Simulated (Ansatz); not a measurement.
Si vacancy + P on the Si site + P on the Si site (silicon host)

The numbers are results of PBE, PAW (plane waves to 420 eV; Ansatz, a first-principles code), not measurements. The supercell holds 64 host sites (2×2×2 repeats of the unit cell), with a 2×2×2 shifted k-point sampling for the final energies. Sites at the start: the Si site; Si 2.37 Å away; Si 2.37 Å away. Finite-size correction: monopole term and site-potential alignment. Dielectric constants: PBE linear response of the host. Host gap at this level: 0.61 eV. These values are not converged in cell size to better than tenths of an eV. The semilocal functional narrows the gap, so deep levels can fall outside it. Spin–orbit coupling is left out. Each state is the lowest found from its start.

Formation energies E_f are given with the Fermi level at the valence-band maximum. Chemical conditions: impurity bounded by its compound with the host (Δμ(Si) = 0.00 eV, Δμ(P) = -0.23 eV, bounded by SiP2 (Pbam); only phases computed here count, gases as isolated molecules at 0 K). Reference phases: P: black phosphorus, Si: silicon.

```tsv
charge	moment (μB)	point group	largest move off a lattice site (Å)	image correction with alignment (eV)	E_f, impurity bounded by its compound with the host (eV)	above the lowest spin state (eV)
+1†	quenched	–	0.19	-0.10	–	0.00
0	not spin-polarised	C2v	0.44	0.00	2.05	0.00
0	0.0	C2v	0.44	0.00	2.05	0.00
−1†	quenched	–	0.39	0.29	–	0.00
−1†	quenched	–	0.39	0.29	–	0.00
−2†	not spin-polarised	–	0.37	0.79	–	0.00
```

† Not settled in this cell, so no level is given: charge +1: a level filled in part, carriers not clearly localised, level within 0.1 eV of a band edge or past it; charge −1: a level filled in part, carriers not clearly localised, level within 0.1 eV of a band edge or past it; charge −2: a level filled in part, carriers not clearly localised, level within 0.1 eV of a band edge or past it.

Point groups are those of the whole cell at tolerances of 0.03 and 0.1 Å ("near" where only the looser one holds); none is given for unsettled states.

Starting moments that weren't kept: charge +1 began with 1 μB and ended with 0.0; charge 0 began with 2 μB and ended with 0.0; charge −1 began with 3 μB and ended with 0.0; charge −1 began with 1 μB and ended with 0.0.

Flagged in the runs: a doubtful potential alignment.

All states together cost around 2.3 core-hours (rough).
